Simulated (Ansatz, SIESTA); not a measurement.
a sheet of MgI2 (3 atoms in the cell) computed with different codes at matched settings

Self-consistent single point.

```xyz
3
Lattice="4.2008 0.0000 0.0000 -2.1004 3.6380 0.0000 0.0000 0.0000 17.3351" Properties=species:S:1:pos:R:3 pbc="T T T"
Mg     0.0000     0.0000     8.6676
I      0.0000     2.4253    10.3351
I      2.1004     1.2127     7.0000
```

Shared settings, as Ansatz (a first-principles code) writes them: kpoints.mp_grid.grid = 9 9 1; magnetization.spin_orbit = true; scf.occupations.method = gaussian; scf.occupations.width = 0.136 eV. Potentials and cutoffs stand in the table.

| code | model | largest force (eV/Å) | gap on the mesh (eV) | cutoff |
|---|---|---|---|---|
| SIESTA | GGA PBE with spin-orbit coupling, numerical atomic orbitals DZP, PseudoDojo PBE fully relativistic norm-conserving potentials (rewritten from UPF to PSML) | 0.078 | 3.602 | grid 400 Ry |
| Ansatz | PBE with spin-orbit coupling, default PAW files | 0.047 | 3.371 | default |

Gaps are read on the mesh.

The spread over the programs that give each value: largest force within 0.031 eV/Å; gap on the mesh within 0.231 eV.

SIESTA uses small atom-centred bases, whose incompleteness enters pressures, forces and empty levels differently from a plane-wave cutoff.

The starting cell was generated: these elements placed on a structure prototype, without a prior relaxation; it need not be a known phase or ordering of this composition. Its lattice was rescaled in the plane by a random factor within 2.5 % of one.

Left out of this page: Elk (with a known weakness of the program).

Keys are those of Ansatz 0.2.
